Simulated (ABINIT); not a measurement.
Input and output of a self-consistent single point for WSi2 (I4/mmm, 3 atoms in the cell) (ABINIT).

Computed with LDA (PW92), norm-conserving pseudopotentials (PseudoDojo nc-sr-04 LDA standard) (plane waves; ABINIT 10.0.3).

```xyz
3
Lattice="-1.6108 1.6108 3.9291 1.6108 -1.6108 3.9291 1.6108 1.6108 -3.9291" Properties=species:S:1:pos:R:3 pbc="T T T"
Si     0.0000     0.0000     5.2257
Si     0.0000     0.0000     2.6325
W      0.0000     0.0000     0.0000
```

Reference input (self-consistent single point, DFT, PBE, plane waves, norm-conserving pseudopotentials (PseudoDojo nc-sr-05 PBE standard)): pseudos = [Si.upf, W.upf]; ecut = 37 Ha; ixc = 11; occopt = 3; tsmear = 0.00499791 Ha; ngkpt = 10 10 10; nshiftk = 1; shiftk = 0 0 0; potentials = PseudoDojo nc-sr-05 PBE standard; nband = 16; kptopt = 1; nstep = 100. This run's input differs from it in these lines:

```diff
@@ -1,2 +1,2 @@
-# WSi2, PseudoDojo nc-sr-05 PBE standard
+# WSi2, PseudoDojo nc-sr-04 LDA standard
 pp_dirpath "./"
@@ -17,4 +17,4 @@
       Angstrom
-ecut 37
-ixc 11
+ecut 35
+ixc 7
 occopt 3
```

Its files differ too (potentials: PseudoDojo nc-sr-05 PBE standard → PseudoDojo nc-sr-04 LDA standard).

The program printed (abridged):

```
--- !BeginCycle
solver: {iscf: 7, nstep: 100, nline: 4, wfoptalg: 0, }
tolerances: {tolvrs: 1.00E-10, }
...

     iter   Etot(hartree)      deltaE(h)  residm     vres2
 ETOT  1  -84.462560170892    -8.446E+01 7.264E-02 3.003E+01
 ETOT  2  -84.493970994480    -3.141E-02 9.945E-02 3.754E+01
 ETOT  3  -84.496874705717    -2.904E-03 3.060E-02 2.195E+00
 ETOT  4  -84.497055673364    -1.810E-04 9.358E-03 1.628E-03
 ETOT  5  -84.497055926859    -2.535E-07 5.769E-03 1.552E-04
 ETOT  6  -84.497055941553    -1.469E-08 2.638E-03 4.155E-07
 ETOT  7  -84.497055941609    -5.589E-11 2.151E-03 3.813E-08
 ETOT  8  -84.497055941611    -1.975E-12 1.003E-03 2.850E-10
 ETOT  9  -84.497055941611    -5.400E-13 2.165E-03 2.090E-12
 At SCF step    9       vres2   =  2.09E-12 < tolvrs=  1.00E-10 =>converged.

 Cartesian components of stress tensor (hartree/bohr^3)
  sigma(1 1)=  2.59784386E-04  sigma(3 2)=  0.00000000E+00
  sigma(2 2)=  2.59784386E-04  sigma(3 1)=  0.00000000E+00
  sigma(3 3)=  2.83904349E-04  sigma(2 1)=  0.00000000E+00

 ----iterations are completed or convergence reached----

 reduced coordinates (array xred) for    3 atoms
       0.665000000716      0.665000000716      0.000000000000
       0.334999999284      0.334999999284      0.000000000000
       0.000000000000      0.000000000000      0.000000000000
 cartesian forces (eV/Angstrom) at end:
    1     -0.00000000000000    -0.00000000000000    -0.03481404639393
    2      0.00000000000000     0.00000000000000     0.03481404639393
   [... lines left out ...]
 Fermi (or HOMO) energy (hartree) =   0.50808   Average Vxc (hartree)=  -0.46506
   [... lines left out ...]
total_energy        : -8.44970559416112E+01
total_energy_eV     : -2.29928182426708E+03
band_energy         : -5.28709175497079E+00
...

-Cartesian components of stress tensor (GPa)         [Pressure= -7.8797E+00 GPa]
- sigma(1 1)=  7.64311922E+00  sigma(3 2)=  0.00000000E+00
- sigma(2 2)=  7.64311922E+00  sigma(3 1)=  0.00000000E+00
- sigma(3 3)=  8.35275292E+00  sigma(2 1)=  0.00000000E+00

 Calculation completed.
```

The run converged in 9 iterations. Against the reference run the pressure goes from 1.54 to -7.88 GPa and the largest force goes from 0.099 to 0.035 eV/Å.

The starting cell has typed, rounded lattice constants, without a prior relaxation at this level. Its lattice was rescaled by a random factor within 2.5 % of one. Spin polarisation is off. With a pressure of about -8 GPa the cell is away from its equilibrium volume at this level.

Cost on one core of a shared machine: roughly 5 min.
